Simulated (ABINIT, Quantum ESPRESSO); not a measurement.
An ABINIT input for a self-consistent single point of TiSi₂ (Fddd, 6 atoms in the cell) (DFT, PBE, plane waves, norm-conserving pseudopotentials (PseudoDojo nc-sr-05 PBE standard)):

```
# TiSi2, PseudoDojo nc-sr-05 PBE standard
pp_dirpath "./"
pseudos "Ti.upf, Si.upf"
acell 3*1.0
rprim
        -0.0000000000    7.9537136394    8.2345496182
         4.6157637738    0.0000000000    8.2345496182
         4.6157637738    7.9537136394    0.0000000000
natom 6
ntypat 2
znucl 22 14
typat 1 1 2 2 2 2
xred
         0.5000000000    0.5000000000    0.5000000000
         0.7500000000    0.7500000000    0.7500000000
         0.8374300000    0.1625700000    0.8374300000
         0.1625700000    0.8374300000    0.1625700000
         0.4125700000    0.0874300000    0.4125700000
         0.0874300000    0.4125700000    0.0874300000
ecut 42
occopt 7
tsmear 0.00734986
nband 27
kptopt 1
ngkpt 7 7 7
nshiftk 1
shiftk 0 0 0
nstep 60
tolvrs 1.0e-12
prtwf 0
prtden 0
prtvol 1
enunit 2
```

Problem. Write the same calculation as an input for Quantum ESPRESSO.

Solution. This is the input that was run; spellings and numerical settings could be chosen otherwise.

```fortran
&control
   calculation = 'scf'
   prefix = 'scf'
   outdir = './out'
   pseudo_dir = './'
   tprnfor = .true.
   tstress = .true.
/
&system
   ibrav = 10
   celldm(1) = 9.231527548
   celldm(2) = 1.72316306232
   celldm(3) = 1.78400585943
   nat = 6
   ntyp = 2
   ecutwfc = 85
   occupations = 'smearing'
   smearing = 'gauss'
   degauss = 0.0147
/
&electrons
   conv_thr = 1.0d-9
   mixing_beta = 0.7
/
ATOMIC_SPECIES
Ti    47.8670  Ti.upf
Si    28.0850  Si.upf
ATOMIC_POSITIONS bohr
Ti   -4.615763774    7.953713639   -8.234549618
Ti   -6.923645661   11.930570459  -12.351824427
Si   -4.615763774   13.321356826   -8.234549618
Si   -4.615763774    2.586070453   -8.234549618
Si   -2.307881887    6.562927272   -4.117274809
Si   -2.307881887    1.390786367   -4.117274809
K_POINTS automatic
7 7 7  0 0 0
```

Basis, cutoffs, solver keys and any potentials are the target program's own. This input uses DFT, PBE, plane waves, PseudoDojo stringent norm-conserving (PBE) pseudopotentials. Both were run: pressure -6.63 GPa in ABINIT and -6.63 in Quantum ESPRESSO; largest force 0.018 eV/Å in ABINIT and 0.018 in Quantum ESPRESSO.

On Quantum ESPRESSO: the starting cell comes from a database of computed structures (which also holds hypothetical and non-ambient phases and stackings), without a prior relaxation at this level. Its lattice was rescaled by a random factor within 2.5 % of one. Spin polarisation is off. With a pressure of about -7 GPa the cell is away from its equilibrium volume at this level.

On ABINIT: the starting cell comes from a database of computed structures (which also holds hypothetical and non-ambient phases and stackings), without a prior relaxation at this level. Its lattice was rescaled by a random factor within 2.5 % of one. Spin polarisation is off. With a pressure of about -7 GPa the cell is away from its equilibrium volume at this level.
